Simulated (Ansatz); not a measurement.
SnSiO4 (model structure, started from the ZrSiO4 type, I4₁/amd, No. 141, 12 atoms in the cell), treated with r²SCAN+SOC in Ansatz (plane waves, PAW).

Run with plane-wave cutoff 560 eV, 6×6×6 k mesh, Fermi–Dirac smearing 0.01 eV, PAW data made under PBE.

Cell (relaxed with PBEsol):

```
SnO4Si
1.0
   -3.24579     3.24579     3.03879
    3.24579    -3.24579     3.03879
    3.24579     3.24579    -3.03879
Sn Si O
2 2 8
Direct
  0.00000   0.00000   0.00000
  0.75000   0.25000   0.50000
  0.50000   0.50000   0.00000
  0.25000   0.75000   0.50000
  0.13204   0.31784   0.81420
  0.06784   0.75364   0.68580
  0.50364   0.31784   0.18580
  0.06784   0.38204   0.31420
  0.61796   0.93216   0.68580
  0.68216   0.86796   0.18580
  0.24636   0.93216   0.31420
  0.68216   0.49636   0.81420
```

Q: Predict the band gap.

A: 
- band gap: 3.07 eV (on the SCF k mesh)

Note: the relaxation could raise the start's symmetry but not lower it, so the cell can be a saddle point; cell and atoms aren't relaxed at this level (largest force component 0.22 eV/Å, pressure -2.3 GPa).

The computed numbers hold no vibrational or temperature effects.

It cost roughly 4 core-minutes of CPU time.

A model structure was made by putting elements into a prototype or built by hand; it is no filed structure, need not be a known phase, and can be a saddle point held by its symmetry.

Ansatz is a first-principles code.
